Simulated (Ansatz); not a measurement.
**ZnO, point defects**

Take a 24-atom supercell of ZnO in the wurtzite structure (space group P6_3mc, No. 186; a = 3.231 Å, c = 5.216 Å) at its relaxed geometry as the base.

One neutral defect a cell, atoms relaxed at fixed cell.

The values are results of Ansatz (a first-principles code) PBEsol, no spin-orbit coupling, earlier PAW set, not measurements.

```tsv
change	gap of the supercell	total moment of the cell	largest displacement of a host atom from its site in the perfect cell
perfect supercell	0.70 eV	–	–
Sn on a Zn site	0.73 eV	0.0 μB	0.44 Å
O on a Zn site (antisite)	0.48 eV	2.0 μB	0.35 Å
Zn interstitial (started 1.78 Å from the nearest host atom)	zero	0.0 μB	0.22 Å
```

The magnetic state is the one reached from the starting moments; the real material's order can differ, and small cells can't hold many antiferromagnetic ones. The cell is small, so the values are those of an ordered compound at a high defect concentration; dilute-limit values will differ. The mesh was chosen for an insulator and is coarse for the gapless case. Starting moments died away, wholly or in part, for Sn on a Zn site and Zn interstitial (started 1.78 Å from the nearest host atom); another magnetic solution may exist.
